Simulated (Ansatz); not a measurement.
# A computed series for hypothetical diamond Zr: response to strain

Take Zr in the diamond structure (space group Fd-3m, No. 227; a = 6.288 Å; a hypothetical phase, not in the database extracts checked; relaxed with 0.1 eV smearing) as the base. Axes: x, y, z lie along the cube axes.

Strains are applied to the cell and any free atomic positions relax; under biaxial strain the out-of-plane vector relaxes too.

Method: Ansatz (a quantum-chemistry and plane-wave program) PBE, no spin-orbit coupling.

Notes on the quantities. energy relative to the base: free energy F; pressure: mean of the normal stresses, compression positive.

| variant | energy relative to the base | space group | pressure | shortest interatomic distance |
|---|---|---|---|---|
| base | 0 meV/atom | Fd-3m (No. 227) | 0.0 GPa | 2.723 Å |
| biaxial strain +0.28 %, plane normal [110], relaxed out of plane | – | Cmmm (No. 65) | 22.6 GPa | 2.229 Å |
| isotropic strain −1.97 % | +12 meV/atom | Fd-3m (No. 227) | 2.2 GPa | 2.669 Å |
| isotropic strain +5.77 % | +80 meV/atom | Fd-3m (No. 227) | -3.8 GPa | 2.880 Å |
| tensor shear ε_xz = +2.29 % | -0.242 eV/atom | Imma (No. 74) | 5.5 GPa | 2.274 Å |

A biaxial case was relaxed in a doubled cell and then solved in the primitive one. No phonon test of stability was made. The final runs are not spin-polarised. Under biaxial strain +0.28 %, plane normal [110], relaxed out of plane and tensor shear ε_xz = +2.29 % the cell ends below the base's energy or with stress of the wrong sign: the atoms slid into a distortion or the cell is elastically unstable, so the base is not a stable minimum at this level. Zr has a high density of states at the Fermi level and may be magnetic at this level.
